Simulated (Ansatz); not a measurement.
The reference is CaO in the rock salt structure (space group Fm-3m, No. 225; a = 4.831 Å).

Structures relaxed with Ansatz (a first-principles code) PBE, spin-orbit coupling left out.

Base:

Simulated powder pattern, Cu Kα, λ = 1.54184 Å (kinematic, ideal powder, no thermal factors, no anomalous dispersion; the 10 strongest lines at most, above 2 %, up to 2θ = 90°):

```tsv
2θ (°)	I/Imax (%)	hkl
32.09	38	(111)
37.23	100	(200)
53.66	59	(220)
63.91	16	(311)
67.12	18	(222)
79.34	7.7	(400)
88.15	6.9	(331)
```

After one change:

Simulated powder pattern, Cu Kα, λ = 1.54184 Å (kinematic, ideal powder, no thermal factors, no anomalous dispersion; the 10 strongest lines at most, above 2 %, up to 2θ = 90°):

```tsv
2θ (°)	I/Imax (%)
31.88	38
36.97	100
53.28	59
63.44	16
66.62	18
78.71	7.7
87.42	6.8
```

**Question.** Name the change that was made.
A. pressure 10 GPa
B. pressure 5 GPa
C. pressure 3 GPa
D. pressure −2 GPa

**Answer.** D, pressure −2 GPa. Its volume per atom is 14.37 Å³ against 14.09 Å³, and its space group is Fm-3m (No. 225).

Load acts through the strain it causes; cell and atoms are relaxed under it. Whether these cells are dynamically stable was not tested. Competing high-pressure phases were not computed.
